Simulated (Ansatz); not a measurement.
Ge under load (space group Fd-3m), r2SCAN with spin-orbit coupling, rigid bands in Ansatz (a first-principles code). Condition of this run: hydrostatic pressure of 5.6 GPa (compression positive) (the target of the relaxation). Band gap 0.58 eV, N_c = 2.79e19 cm⁻³ and N_v = 6.01e18 cm⁻³ at 300 K, conductivity masses of 0.185 mₑ (electrons) and 0.237 mₑ (holes). Take k_BT = 0.02585 eV.

Problem. What built-in voltage has an abrupt junction with N_A = 1e17 and N_D = 1e17 cm⁻³, all dopants ionised?

Solution. V_bi = E_g/e − (k_BT/e) ln(N_c N_v/(N_A N_D)) = 0.58 − 0.02585 × 9.73 = 0.33 V, for the computed gap.

Problem. Find the intrinsic carrier density and the intrinsic Fermi level.

Solution. n_i = √(N_c N_v) exp(−E_g/2k_BT) = 1.29e19 × exp(−11.22) = 1.7e14 cm⁻³. The level lies (k_BT/2) ln(N_v/N_c) = -20 meV from mid-gap (positive towards the conduction band). Each 0.1 eV added to the gap lowers n_i by a factor of 6.9.

Problem. What thermal injection velocity √(2k_BT/πm) limits a ballistic channel?

Solution. 1.25e7 cm/s for electrons and 1.11e7 cm/s for holes, a ratio of √(m_h/m_e) = 1.13, for dilute carriers.

Rigid bands with the computed gap; masses take one relaxation time for all states. Geometry: cell and atoms relaxed with PBEsol.
